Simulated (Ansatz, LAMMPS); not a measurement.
**Si well of 12 atomic layers along [001] in random Si0.7Ge0.3, Ge share that oscillates in the well**

Cell 16.67 × 16.67 × 49.68 Å, Si501Ge147, 648 atoms. Prepared with Tersoff's 1989 multicomponent potential (SiCGe.tersoff) run with LAMMPS: minimisation. 

Computed with PBE, support functions at accuracy medium on the grid of 370 eV (norm-conserving potentials; Ansatz, a quantum-chemistry and plane-wave program).

Basis: localised support functions (accuracy medium) on a full density matrix. k-points: zone centre alone; occupations: Fermi-Dirac, 0.010 eV; spin polarisation not allowed. Spin-orbit coupling is left out.

Kohn-Sham gap of the cell on its k-mesh: 0.44 eV
weight of the highest filled level on the well: 0.29
weight of the lowest empty level on the well: 0.87
coordination (neighbours within 2.854 Å): 100.0 % 4-fold
Ge-Ge bonds, mean ± spread: 2.472 ± 0.007 Å
Ge-Si bonds, mean ± spread: 2.425 ± 0.007 Å
Si-Si bonds, mean ± spread: 2.381 ± 0.007 Å
bond angles, mean ± spread: 109.5° ± 1.1°
pressure: -0.76 GPa
cost of the final run: around 60 core-minutes (rough), 15 SCF iterations, 13 GiB
